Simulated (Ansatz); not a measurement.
ZnSe: point defects

The reference is a 16-atom supercell of ZnSe in the zinc blende structure (space group F-43m, No. 216; a = 5.665 Å) at its relaxed geometry.

One neutral defect a cell, atoms relaxed at fixed cell.

Method: r2SCAN/PAW in Ansatz (an electronic-structure program), without spin-orbit coupling.

| variant | pressure | largest displacement of a host atom from its site in the perfect cell |
|---|---|---|
| perfect supercell | 0.0 GPa | – |
| Cd on a Zn site, symmetric start | 2.1 GPa | 0.12 Å |
| Se on a Zn site (antisite) | 2.1 GPa | 0.31 Å |
| As on a Se site, symmetric start | -0.2 GPa | 0.05 Å |
| Se interstitial (started 2.45 Å from the nearest host atom), symmetric start | 6.2 GPa | 0.21 Å |

Other magnetic orders, which the real material may have, were not ruled out. In so small a cell the defect repeats every few ångströms: this is an ordered compound, not a dilute defect. A case with no gap was solved on a k-mesh chosen for an insulator, which is coarse for it. Defects with a symmetric start kept the site's symmetry and may sit on a saddle; the others started slightly shaken. Starting moments died away, wholly or in part, for Cd on a Zn site, Se on a Zn site (antisite), As on a Se site and Se interstitial (started 2.45 Å from the nearest host atom); another magnetic solution may exist.
